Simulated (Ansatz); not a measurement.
C11b MoSi2 was calculated with r²SCAN+rVV10 in Ansatz (plane waves, PAW).

Settings: plane-wave cutoff 560 eV, 24×24×24 k mesh, Fermi–Dirac smearing 0.05 eV, no spin polarisation, scalar-relativistic PAW data made under PBE.

Cell (relaxed at this level):

```cif
data_MoSi2
_chemical_formula_sum 'Si2 Mo1'
_space_group_name_H-M_alt 'P 1'
_space_group_IT_number 1
_cell_length_a 4.51207
_cell_length_b 4.51207
_cell_length_c 4.51207
_cell_angle_alpha 138.512
_cell_angle_beta 138.512
_cell_angle_gamma 60.120
loop_
_space_group_symop_operation_xyz
  'x, y, z'
loop_
_atom_site_label
_atom_site_type_symbol
_atom_site_fract_x
_atom_site_fract_y
_atom_site_fract_z
_atom_site_occupancy
Si1 Si 0.66476 0.66476 0.00000 1
Si2 Si 0.33524 0.33524 0.00000 1
Mo1 Mo 0.00000 0.00000 0.00000 1
```

Task: Give the computed bulk modulus and pressure derivative B′ of the bulk modulus.

Result: 
* **bulk modulus**: 221 GPa
* **pressure derivative B′ of the bulk modulus**: 4.4

The run finds no gap.

Measured, for comparison: bulk modulus 222 ± 2 GPa (room temperature, not corrected to a static lattice, B' = 4; as tabulated in Structural stability of MoSi2 and Mo5Si3 under high pressure, Chin. Phys. B 26 …). Computed (rounded) less measured: bulk modulus -0.5 % (inside the measured uncertainty).

Note: the bulk modulus comes from volumes at which shape and atoms were relaxed.

The computed numbers hold no vibrational or temperature effects.

Ansatz is a program for electronic structure.
